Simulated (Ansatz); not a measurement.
**Volume per atom of TaGe2 (model structure, started from the Al2Cu type, I4/mcm, No. 140, 6 atoms in the cell) at several levels of theory**

No measured value is used here.

| level (code) | value (Å³/atom) |
|---|---|
| PBE (Ansatz) | 18.31 |
| PBEsol (Ansatz) | [?] |
| PBE-D3(BJ) (Ansatz) | 17.73 |

Task: Some entries are withheld; supply them.

Result: 
- PBEsol (Ansatz, a program for electronic structure), value (Å³/atom): 17.65

Density-functional levels without +SOC have no spin–orbit coupling. Ansatz's density-functional and Hartree–Fock values are scalar-relativistic unless marked +SOC, with PAW data made under PBE.

A model structure was made by putting elements into a prototype or built by hand; it is no filed structure, need not be a known phase, and can be a saddle point held by its symmetry.
